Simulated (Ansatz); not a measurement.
The starting structures come from a database of crystals and need not be the phases stable at ambient conditions.

By LDA, the system below comes out a metal.

A figure of merit of an interconnect metal is its ballistic conductance per area.

Data:

```
CELL_PARAMETERS angstrom
      4.05838     0.00000     0.00000
      0.00000     4.05838     0.00000
      2.02919    -2.02919     1.66076
ATOMIC_POSITIONS crystal
  Sn 0.00000 0.00000 0.00000
```

Space group of this cell: I4/mmm. The cell is taken as given; by LDA its mean pressure is -3.1 GPa.

The current flows along the normal of the first two printed cell vectors, the (001) plane of the conventional cell. No spin-orbit coupling; the value is a mean over 0.1 eV about the Fermi level.

**Question.** Predict the ballistic conductance per area from Ansatz (an electronic-structure program) with LDA.

**Answer.** 1.2 × 10¹⁵ S/m² for both spins.
